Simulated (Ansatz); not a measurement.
## Zr in the hcp (Mg type) structure (space group P6_3/mmc, No. 194)

```yaml
crystal:
  lattice:
    - [3.18473, 0.00000, 0.00000]
    - [-1.59237, 2.75806, 0.00000]
    - [0.00000, 0.00000, 5.11724]
  atoms:
    - { symbol: Zr, position: [0.33333, 0.66667, 0.75000] }
    - { symbol: Zr, position: [0.66667, 0.33333, 0.25000] }
```

The values are results of DFT with PBEsol, PAW potentials and a 420 eV plane-wave cutoff in Ansatz (a quantum-chemistry and plane-wave program), no spin-orbit coupling, earlier PAW set, not measurements. Settings: 17×17×9 k-points, 0.05 eV Fermi–Dirac smearing.

| Property | Result |
|---|---|
| Volume per atom | 22.47 Å³ |
| Density | 6.74 g/cm³ |
| Band gap | zero |
| Total energy | -4128.659 eV/atom (σ→0; compares only within this code and set-up) |

Stability against distortions was not tested. The final runs are not spin-polarised.
